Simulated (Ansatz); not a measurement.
Name crystals whose resistivity at 300 K lies between 31 and 48 μΩ·cm and whose mean free path at 300 K lies between 11.5 and 18 nm, by PBEsol, DFPT electron-phonon coupling, linearised Boltzmann equation (Ansatz, a first-principles code).

Many crystals can fit; among those computed here:
- CoSn (P6/mmm): 39 μΩ·cm, 14.4 nm

Metals; harmonic phonons alone scatter; means over directions. The mean free path is weighted by the current that each state carries. Halving the electron mesh moves these values by up to 9 %; q meshes are mostly untested. Some of the runs warned that the eigensolver left states short of its tolerance. Spin-orbit coupling is left out.

Treated as nonmagnetic (a ferromagnetic start lost its moment, other orders weren't tried): CoSn (P6/mmm).
